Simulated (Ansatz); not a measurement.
Consider a periodic stack without vacuum, fcc Cu (0 0 1) on monoclinic HfO2 (1 0 0) (film strained to the substrate, started from cuts of the bulks and a machine-learned relaxation; slabs Hf12O24 and Cu24, which can lie off the formulas): substrate slab Hf12O24, film Cu24, surface cells [[0, 1], [-1, 0]] and [[2, 0], [2, 2]], film strained by +1.5 and +4.3 %, outermost planes O/O and Cu/Cu as cut, which need not be the usual terminations and can put a slab off its formula. Its start:

```yaml
crystal:
  lattice:
    - [5.35245, 0.00000, -0.05707]
    - [0.00000, 5.21201, 0.00635]
    - [0.14399, 1.33701, 26.70423]
  atoms:
    - { symbol: Hf, position: [0.30440, 0.52949, 0.16495] }
    - { symbol: Hf, position: [0.97059, 0.52822, 0.06228] }
    - { symbol: Hf, position: [0.47112, 0.03375, 0.06305] }
    - { symbol: Hf, position: [0.80424, 0.97041, 0.16481] }
    - { symbol: O, position: [0.46432, 0.84698, 0.12989] }
    - { symbol: O, position: [0.79744, 0.18854, 0.09644] }
    - { symbol: O, position: [0.29733, 0.35294, 0.09605] }
    - { symbol: O, position: [0.96413, 0.67268, 0.12981] }
    - { symbol: O, position: [0.54942, 0.24833, 0.19747] }
    - { symbol: O, position: [0.68090, 0.73953, 0.03722] }
    - { symbol: O, position: [0.18019, 0.83726, 0.03837] }
    - { symbol: O, position: [0.05020, 0.23238, 0.19730] }
    - { symbol: Hf, position: [0.16837, 0.48290, 0.35449] }
    - { symbol: Hf, position: [0.83173, 0.44042, 0.25095] }
    - { symbol: Hf, position: [0.33198, 0.01034, 0.25100] }
    - { symbol: Hf, position: [0.66891, 0.91345, 0.35450] }
    - { symbol: O, position: [0.34036, 0.78499, 0.31640] }
    - { symbol: O, position: [0.66043, 0.13717, 0.28889] }
    - { symbol: O, position: [0.15977, 0.29232, 0.28898] }
    - { symbol: O, position: [0.83989, 0.63028, 0.31643] }
    - { symbol: O, position: [0.40691, 0.19260, 0.38740] }
    - { symbol: O, position: [0.59261, 0.72955, 0.21769] }
    - { symbol: O, position: [0.09250, 0.73913, 0.21793] }
    - { symbol: O, position: [0.90640, 0.18718, 0.38742] }
    - { symbol: Hf, position: [0.03844, 0.40879, 0.54190] }
    - { symbol: Hf, position: [0.69885, 0.39775, 0.44068] }
    - { symbol: Hf, position: [0.19996, 0.95624, 0.44073] }
    - { symbol: Hf, position: [0.53960, 0.90185, 0.54354] }
    - { symbol: O, position: [0.21083, 0.74571, 0.50962] }
    - { symbol: O, position: [0.54203, 0.08097, 0.47553] }
    - { symbol: O, position: [0.04191, 0.25794, 0.47495] }
    - { symbol: O, position: [0.71066, 0.58061, 0.50900] }
    - { symbol: O, position: [0.33352, 0.20408, 0.56649] }
    - { symbol: O, position: [0.45155, 0.67515, 0.40805] }
    - { symbol: O, position: [0.95249, 0.69501, 0.40793] }
    - { symbol: O, position: [0.83258, 0.09805, 0.56780] }
    - { symbol: Cu, position: [0.15523, 0.42760, 0.70481] }
    - { symbol: Cu, position: [0.65604, 0.42741, 0.70554] }
    - { symbol: Cu, position: [0.15733, 0.93310, 0.70556] }
    - { symbol: Cu, position: [0.65369, 0.93222, 0.70617] }
    - { symbol: Cu, position: [0.90522, 0.69157, 0.64237] }
    - { symbol: Cu, position: [0.40731, 0.70121, 0.64218] }
    - { symbol: Cu, position: [0.89550, 0.19127, 0.64230] }
    - { symbol: Cu, position: [0.40173, 0.20385, 0.64182] }
    - { symbol: Cu, position: [0.16623, 0.39861, 0.83506] }
    - { symbol: Cu, position: [0.66654, 0.39959, 0.83434] }
    - { symbol: Cu, position: [0.16646, 0.89801, 0.83403] }
    - { symbol: Cu, position: [0.66651, 0.89786, 0.83337] }
    - { symbol: Cu, position: [0.91350, 0.66436, 0.76950] }
    - { symbol: Cu, position: [0.40992, 0.66351, 0.76963] }
    - { symbol: Cu, position: [0.91321, 0.16663, 0.77019] }
    - { symbol: Cu, position: [0.41021, 0.16674, 0.77035] }
    - { symbol: Cu, position: [0.17242, 0.36404, 0.96100] }
    - { symbol: Cu, position: [0.67231, 0.36189, 0.96208] }
    - { symbol: Cu, position: [0.17434, 0.86578, 0.96175] }
    - { symbol: Cu, position: [0.67590, 0.86501, 0.96256] }
    - { symbol: Cu, position: [0.91976, 0.63328, 0.89862] }
    - { symbol: Cu, position: [0.42133, 0.63373, 0.89841] }
    - { symbol: Cu, position: [0.91797, 0.12695, 0.89854] }
    - { symbol: Cu, position: [0.42368, 0.12659, 0.89879] }
```

The start was prepared with a machine-learned potential, and the result is one local minimum, with the in-plane cell held and forces under 0.04 eV/Å; the film can end far from its bulk form.

Calculation: PBE (plane waves to 420 eV, PAW; Ansatz, a first-principles code). No spin–orbit coupling; the runs are not spin-polarised; PBE gaps are too small against experiment. Its k-point mesh 5×5×1, Fermi–Dirac width 0.05 eV.

Task: Predict the relaxed interface.

Result: interface area: 27.9 Å²
period: 26.73 Å
heights between the nearest atoms of the two slabs at the two interfaces: 1.92 and 1.92 Å
Cu–Hf contacts across the interfaces within 1.22 times the sum of covalent radii: 16, mean 3.22 Å
Cu–O contacts across the interfaces within 1.22 times the sum of covalent radii: 4, mean 1.95 Å
